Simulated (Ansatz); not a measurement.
Phonon-limited resistivity of TiAl2 (Cmmm) against temperature in μΩ·cm, PBEsol, DFPT electron-phonon coupling, linearised Boltzmann equation run with Ansatz (a first-principles code), harmonic crystal at a fixed cell. x, y and z are the axes of this cell:
```
Al2Ti
1.0
    1.95037    -6.02827     0.00000
    1.95037     6.02827     0.00000
    0.00000     0.00000     3.96977
Ti Al
2 4
Direct
  0.84373   0.15627   0.00000
  0.15627   0.84373   0.00000
  0.50000   0.50000   0.00000
  0.00000   0.00000   0.50000
  0.67279   0.32721   0.50000
  0.32721   0.67279   0.50000
```

```
T      ρ (x)  ρ (y)  ρ (z)
-----  -----  -----  -----
50 K   0.157   0.25   0.30
77 K    0.83   1.24   1.62
100 K   1.84    2.7      ?
150 K    4.7      ?    9.0
200 K    7.7   11.0   14.7
250 K   10.7   15.2     20
273 K   12.0   17.1     23
300 K   13.6   19.3     25
350 K   16.3     23     30
400 K   19.1     27     35
500 K     24     35     44
600 K     30     43     52
```

Some entries are withheld; supply them.


- 100 K, ρ (z): 3.6
- 150 K, ρ (y): 6.7

A metal at this level (no band gap). Only scattering by harmonic phonons is included (no impurities, grain boundaries, electron-electron scattering or thermal expansion). Spin-orbit coupling is left out. Halving the electron mesh (24x24x20) moves the resistivity by up to 10 %. Smearing 0.20 eV; phonons on a 4x4x4 q mesh, which this run doesn't test and which matters most at low temperature.

Formula and space group known from diffraction (Crystallography Open Database), not checked to be the room-temperature form: TiAl2 (Cmmm).
